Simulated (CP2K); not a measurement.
CP2K run on CsLi₃F₄ (C2/m, 16 atoms in the cell): self-consistent single point.

Computed with PBEsol, GPW, DZVP-MOLOPT-SR-GTH basis, GTH-PBE potentials (GTH_POTENTIALS) (CP2K).

```
CELL_PARAMETERS angstrom
      5.89637     0.00000     0.00000
      3.18686     4.96096     0.00000
     -2.61219    -1.42670     7.40667
ATOMIC_POSITIONS crystal
  Cs 0.66755 0.66755 0.26756
  Cs 0.33245 0.33245 0.73244
  Li 0.99933 0.99933 0.69022
  Li 0.00067 0.00067 0.30978
  Li 0.39195 0.39195 0.32830
  Li 0.60805 0.60805 0.67170
  Li 0.20530 0.20530 0.03674
  Li 0.79470 0.79470 0.96326
  F  0.25036 0.74964 0.50000
  F  0.74964 0.25036 0.50000
  F  0.87016 0.37066 0.86491
  F  0.12984 0.62934 0.13509
  F  0.62934 0.12984 0.13509
  F  0.37066 0.87016 0.86491
  F  0.18912 0.18912 0.27768
  F  0.81088 0.81088 0.72232
```

Reference input (self-consistent single point, DFT PBEsol, GPW, DZVP-MOLOPT-SR-GTH basis, GTH-PBE potentials (GTH_POTENTIALS)): CUTOFF = 550 Ry; REL_CUTOFF = 50 Ry; KPOINTS/SCHEME = MONKHORST-PACK 5 5 3; XC_FUNCTIONAL = PBE:PBESOL; Cs/BASIS_SET = DZVP-MOLOPT-SR-GTH-q9; Cs/POTENTIAL = GTH-PBE-q9; Li/BASIS_SET = DZVP-MOLOPT-SR-GTH-q3; Li/POTENTIAL = GTH-PBE-q3; F/BASIS_SET = DZVP-MOLOPT-SR-GTH-q7; F/POTENTIAL = GTH-PBE-q7; METHOD = GPW; EPS_DEFAULT = 1e-10. This run's input differs from it in these lines:

```diff
@@ -16,3 +16,3 @@
     &MGRID
-      CUTOFF 550
+      CUTOFF 220
       REL_CUTOFF 50
```

Output, abridged:

```
 SCF WAVEFUNCTION OPTIMIZATION

  Step     Update method      Time    Convergence         Total energy    Change
     1 NoMix/Diag. 0.40E+00      -     0.72207329      -279.2741795802 -2.79E+02
     2 Broy./Diag. 0.40E+00      -     0.07679564      -269.9458213093  9.33E+00
     3 Broy./Diag. 0.40E+00      -     0.06816319      -278.2612617575 -8.32E+00
     4 Broy./Diag. 0.40E+00      -     0.12489327      -278.6419917126 -3.81E-01
     5 Broy./Diag. 0.40E+00      -     0.02284402      -278.6943600464 -5.24E-02
     6 Broy./Diag. 0.40E+00      -     0.01615148      -279.0943312135 -4.00E-01
   [... 11 lines left out ...]
    18 Broy./Diag. 0.40E+00      -     0.00000165      -279.0213563639 -8.86E-07
    19 Broy./Diag. 0.40E+00      -     0.00000044      -279.0213584957 -2.13E-06
    20 Broy./Diag. 0.40E+00      -     0.00000017      -279.0213592925 -7.97E-07
    21 Broy./Diag. 0.40E+00      -     0.00000005      -279.0213592370  5.55E-08
  *** SCF run converged in    21 steps ***

  Overlap energy of the core charge distribution:               0.00000000000003
  Self energy of the core charge distribution:               -637.21069620053970
  Core Hamiltonian energy:                                    163.27337723376388
  Hartree energy:                                             249.19377228006121
  Exchange-correlation energy:                                -54.27781255032850

  Total energy:                                              -279.02135923704310

 ENERGY| Total FORCE_EVAL ( QS ) energy [hartree]           -279.021358999986546

 FORCES| Atomic forces [hartree/bohr]
 FORCES|   Atom     x               y               z               |f|
 FORCES|      1 -3.52792601E-04 -1.92665415E-04 -6.30200159E-04   7.47485667E-04
   [... lines left out ...]

 STRESS| Analytical stress tensor [bar]
 STRESS|                        x                   y                   z
 STRESS|      x       -2.38231113628E+03   1.02290820102E+04  -5.68607426251E+03
 STRESS|      y        1.02290820102E+04  -1.55240411615E+04  -3.10531223689E+03
 STRESS|      z       -5.68607426251E+03  -3.10531223689E+03  -1.53414338940E+04
 STRESS| 1/3 Trace                                            -1.10825953972E+04
```

The run converged in 21 iterations. Against the reference run the free energy goes down by 36.3 meV/atom, the pressure goes from -1.95 to -1.11 GPa, the largest force goes from 0.188 to 0.748 eV/Å and the gap on the mesh goes from 6.656 to 6.625 eV.

The starting cell comes from a database of computed structures (which also holds hypothetical and non-ambient phases and stackings), without a prior relaxation at this level. Values carry the incompleteness of an atom-centred basis. The potentials were made for another functional than the one used.

Cost on one core of a shared machine: roughly 4 min.
